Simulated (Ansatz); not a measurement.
The starting structures come from a database of crystals and need not be the phases stable at ambient conditions.

 Where the default PAW files enter, the runs use the earlier of Ansatz's two default sets.

## Evanescent states of CuCl (R3m, not sure to be the ambient phase, 2 atoms a cell, 19.2 Å³ an atom, -2 GPa at this level) along the normal of (110)

The numbers are results of PBEsol (plane waves, PAW; Ansatz, a program for electronic structure), not measurements.

The gap is the functional's own, uncorrected, and κ follows it; spin-orbit coupling is left out. Mid-gap values are interpolated between the computed energies.

Energies count from the valence-band top; κ is the least over a 8×6 mesh across the current.

| E (eV) | κ (1/Å) | where |
|---|---|---|
| 0.03 | 0.040 | Γ |
| 0.07 | 0.063 | Γ |
| 0.12 | 0.075 | Γ |
| 0.17 | 0.080 | Γ |
| 0.23 | 0.081 | Γ |
| 0.28 | 0.079 | Γ |
| 0.33 | 0.072 | Γ |
| 0.38 | 0.061 | Γ |
| 0.42 | 0.043 | Γ |

**Question.** How thick must the barrier be to attenuate the transmission by 10^4 when the electrodes' Fermi level lies at 0.03 eV, and what attenuation does that film give at 0.28 eV?

**Answer.** d = 4 ln 10 / (2 × 0.040) = 115.1 Å. At 0.28 eV it gives 4 × 0.079/0.040 = 7.9 decades.
